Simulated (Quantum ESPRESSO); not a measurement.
Quantum ESPRESSO run on WSi2 (I4/mmm, 3 atoms in the cell): self-consistent single point.

Level of theory: BLYP, GBRV 1.5 ultrasoft (PBE) pseudopotentials (plane waves; Quantum ESPRESSO).

```
WSi2
1.0
   -1.62153     1.62153     3.95532
    1.62153    -1.62153     3.95532
    1.62153     1.62153    -3.95532
Si W
2 1
Direct
  0.66500   0.66500   0.00000
  0.33500   0.33500   0.00000
  0.00000   0.00000   0.00000
```

Reference input (self-consistent single point, DFT, PBEsol, plane waves, GBRV 1.5 ultrasoft (PBESOL) pseudopotentials): ecutwfc = 40 Ry; ecutrho = 320 Ry; occupations = smearing; smearing = fermi-dirac; degauss = 0.0073499 Ry; potentials = {Si: si_pbesol_v1.uspp.F.UPF, W: w_pbesol_v1.2.uspp.F.UPF}; K_POINTS = automatic 11 11 11 1 1 1; conv_thr = 1e-10 Ry. This run's input differs from it in these lines:

```diff
@@ -17,2 +17,3 @@
   degauss = 0.0073499
+  input_dft = 'blyp'
 /
@@ -22,4 +23,4 @@
 ATOMIC_SPECIES
-Si    28.0850  si_pbesol_v1.uspp.F.UPF
-W    183.8400  w_pbesol_v1.2.uspp.F.UPF
+Si    28.0850  si_pbe_v1.uspp.F.UPF
+W    183.8400  w_pbe_v1.2.uspp.F.UPF
 ATOMIC_POSITIONS {crystal}
```

The program printed (abridged):

```
     Self-consistent Calculation

     iteration #  1     ecut=    40.00 Ry     beta= 0.70

     Threshold (ethr) on eigenvalues was too large:
     Diagonalizing with lowered threshold

     negative rho (up, down):  6.387E-02 0.000E+00

     total energy              =    -177.81662301 Ry
     estimated scf accuracy    <       0.03772952 Ry

     iteration #  2     ecut=    40.00 Ry     beta= 0.70

     negative rho (up, down):  6.478E-02 0.000E+00

     total energy              =    -177.81776409 Ry
     estimated scf accuracy    <       0.01485554 Ry

     iteration #  3     ecut=    40.00 Ry     beta= 0.70

     negative rho (up, down):  6.491E-02 0.000E+00

     total energy              =    -177.82176876 Ry
     estimated scf accuracy    <       0.00968405 Ry

   [... 5 blocks of this kind left out ...]

     iteration #  9     ecut=    40.00 Ry     beta= 0.70

     negative rho (up, down):  6.461E-02 0.000E+00

     total energy              =    -177.82348895 Ry
     estimated scf accuracy    <          2.0E-10 Ry

     iteration # 10     ecut=    40.00 Ry     beta= 0.70

     negative rho (up, down):  6.461E-02 0.000E+00
     End of self-consistent calculation

     Number of k-points >= 100: set verbosity='high' to print the bands.

     the Fermi energy is    16.6918 ev

!    total energy              =    -177.82348895 Ry
     estimated scf accuracy    <          1.4E-12 Ry
     smearing contrib. (-TS)   =      -0.00094433 Ry
     internal energy E=F+TS    =    -177.82254462 Ry

     convergence has been achieved in  10 iterations

     negative rho (up, down):  6.461E-02 0.000E+00

     Forces acting on atoms (cartesian axes, Ry/au):

     atom    1 type  1   force =     0.00000000    0.00000000   -0.00115241
     atom    2 type  1   force =     0.00000000   -0.00000000    0.00115241
     atom    3 type  2   force =     0.00000000    0.00000000    0.00000000

     Total force =     0.001630     Total SCF correction =     0.000000

     negative rho (up, down):  6.461E-02 0.000E+00
          total   stress  (Ry/bohr**3)                   (kbar)     P=       53.59
   0.00041369   0.00000000   0.00000000           60.86        0.00        0.00
  -0.00000000   0.00041369  -0.00000000           -0.00       60.86       -0.00
   0.00000000  -0.00000000   0.00026557            0.00       -0.00       39.07

   JOB DONE.
```

The run converged in 10 iterations. Against the reference run the pressure goes from -9.27 to 5.36 GPa and the largest force goes from 0.007 to 0.030 eV/Å.

The starting cell has typed, rounded lattice constants, without a prior relaxation at this level. Its lattice was rescaled by a random factor within 2.5 % of one. Spin polarisation is off. With a pressure of about 5 GPa the cell is away from its equilibrium volume at this level.

Cost on one core of a shared machine: roughly 50 s.
